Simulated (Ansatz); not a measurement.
The starting structures come from a database of crystals and need not be the phases stable at ambient conditions.

The decay constant κ of evanescent states in the gap governs leakage through a thin film.

Here is the system:

```yaml
crystal:
  lattice:
    - [6.61903, 0.00000, 0.00000]
    - [3.05918, 8.05587, 0.00000]
    - [-0.50068, 2.70368, 6.02089]
  atoms:
    - { symbol: Rb, position: [0.25000, 0.50000, 0.75000] }
    - { symbol: Rb, position: [0.75000, 0.50000, 0.25000] }
    - { symbol: Rb, position: [0.27961, 0.00000, 0.72039] }
    - { symbol: Rb, position: [0.72039, 0.00000, 0.27961] }
    - { symbol: P, position: [0.85288, 0.29424, 0.85288] }
    - { symbol: P, position: [0.14712, 0.70576, 0.14712] }
    - { symbol: P, position: [0.13328, 0.14628, 0.13328] }
    - { symbol: P, position: [0.86672, 0.85372, 0.86672] }
    - { symbol: P, position: [0.72044, 0.14628, 0.72044] }
    - { symbol: P, position: [0.27956, 0.85372, 0.27956] }
```

Space group of this cell: Fmmm. The cell is taken as given.

Transport runs along the normal of the first two printed cell vectors.

The gap is the functional's own, uncorrected, and κ follows it; spin-orbit coupling is left out. Mid-gap values are interpolated between the computed energies.

Problem. Compute, with r2SCAN in Ansatz (an electronic-structure program), the band gap and the smallest decay constant κ at mid-gap.

Solution. Gap 1.01 eV on a 6×6×6 mesh; κ = 0.231 1/Å, at (0.500, 0.000) of the in-plane reciprocal vectors. At the zone centre, at the nearest computed energy, the slowest state has κ = 0.28 1/Å.
